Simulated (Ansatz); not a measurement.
Spinel Ni2SiO4 (high-pressure phase) was calculated with PBEsol (Ansatz, a first-principles code, PAW).

Settings: plane-wave cutoff 520 eV, 8×8×8 k mesh, Fermi–Dirac smearing 0.01 eV, spin-polarised with parallel moments, scalar-relativistic PAW data made under PBE.

Cell (relaxed at this level):

```yaml
crystal:
  lattice:
    - [0.00000, 4.00934, 4.00934]
    - [4.00934, 0.00000, 4.00934]
    - [4.00934, 4.00934, 0.00000]
  atoms:
    - { symbol: Ni, position: [0.62500, 0.62500, 0.62500], spin: 2.0 }
    - { symbol: Ni, position: [0.12500, 0.62500, 0.62500], spin: 2.0 }
    - { symbol: Ni, position: [0.62500, 0.62500, 0.12500], spin: 2.0 }
    - { symbol: Ni, position: [0.62500, 0.12500, 0.62500], spin: 2.0 }
    - { symbol: Si, position: [0.00000, 0.00000, 0.00000] }
    - { symbol: Si, position: [0.25000, 0.25000, 0.25000] }
    - { symbol: O, position: [0.36978, 0.36978, 0.36978] }
    - { symbol: O, position: [0.35933, 0.88022, 0.88022] }
    - { symbol: O, position: [0.36978, 0.36978, 0.89067] }
    - { symbol: O, position: [0.88022, 0.35933, 0.88022] }
    - { symbol: O, position: [0.89067, 0.36978, 0.36978] }
    - { symbol: O, position: [0.88022, 0.88022, 0.88022] }
    - { symbol: O, position: [0.36978, 0.89067, 0.36978] }
    - { symbol: O, position: [0.88022, 0.88022, 0.35933] }
```

### Question
Predict the band gap and direct gap at Γ.

### Answer

- band gap: 0.84 eV (on the SCF k mesh)
- direct gap at Γ: 1.39 eV

Note: the magnetic order was assumed, not searched for or taken from measurement; the relaxation could not lower the start's symmetry, so the cell can be a saddle point above a distorted one; without U or exact exchange, gaps and moments of open d shells tend to come out too small.

Spins in the cell block are starting values.

The computed numbers hold no vibrational or temperature effects.

It cost around 4 core-minutes (rough) of CPU time.
